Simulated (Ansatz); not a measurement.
**Ni: isotropic strain +3.67 %**

Start from Ni in the fcc (Cu type) structure (space group Fm-3m, No. 225; a = 3.5206 Å; ferromagnetic; relaxed with 0.1 eV smearing).

The change: every lattice vector is stretched by 3.67 %; the atoms relax in the strained cell.

Computed with PBE (Ansatz, a first-principles code; PAW; 420 eV plane waves; no spin-orbit coupling). Γ-centred 32×32×32 mesh, Fermi–Dirac width 0.1 eV.

The volume per atom increases by 1.25 Å³ (10.91 Å³ → 12.16 Å³) and the space group is still Fm-3m (No. 225). The shortest interatomic distance grows by 0.173 bohr to 4.877 bohr and the energy increases by 71 meV/atom. The pressure goes from zero to -16.3 GPa and the band gap is still zero. The magnetic state is still ferromagnetic and the largest site moment is nearly the same (0.67 μB against 0.71 μB).

Cost of the whole job for the changed cell (relaxation, final SCF and bands): around 50 core-seconds (rough).

The magnetic state is the one reached from the starting moments; the real material's order can differ, and small cells can't hold many antiferromagnetic ones. No phonon test of stability was made.
